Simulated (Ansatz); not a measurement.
Given:

```yaml
crystal:
  lattice:
    - [5.07667, 0.00000, 0.00000]
    - [0.00000, 5.07667, 0.00000]
    - [0.00000, 0.00000, 7.03500]
  atoms:
    - { symbol: Si, position: [0.29403, 0.29403, 0.00000] }
    - { symbol: Si, position: [0.79403, 0.20597, 0.75000] }
    - { symbol: Si, position: [0.20597, 0.79403, 0.25000] }
    - { symbol: Si, position: [0.70597, 0.70597, 0.50000] }
    - { symbol: O, position: [0.24106, 0.09340, 0.17471] }
    - { symbol: O, position: [0.74106, 0.40660, 0.57529] }
    - { symbol: O, position: [0.25894, 0.59340, 0.07529] }
    - { symbol: O, position: [0.75894, 0.90660, 0.67471] }
    - { symbol: O, position: [0.90660, 0.75894, 0.32529] }
    - { symbol: O, position: [0.40660, 0.74106, 0.42471] }
    - { symbol: O, position: [0.59340, 0.25894, 0.92471] }
    - { symbol: O, position: [0.09340, 0.24106, 0.82529] }
```

No spin polarisation.

Method: PBEsol/PAW in Ansatz (a first-principles code), no spin-orbit coupling, earlier PAW set. Settings: 5×5×4 k-points, 0.05 eV Fermi–Dirac smearing.

### Question
Predict the electron mass.

### Answer
0.55 mₑ (at Γ).

### Question
What width of the top valence band does the calculation give?

### Answer
0.65 eV.

### Question
Predict the hole mass.

### Answer
1.6 mₑ out of plane, 1.8 mₑ in plane (at Γ).

The levels and masses belong to the bands next to the band gap. The cells carry an imposed strain or load. Effective masses come from finite differences of ±0.01 Å⁻¹. No phonon test of stability was made. The cell was made from SiO2 (space group P4_12_12, No. 92) by this change: biaxial strain +0.95 %, plane normal [001], relaxed out of plane.
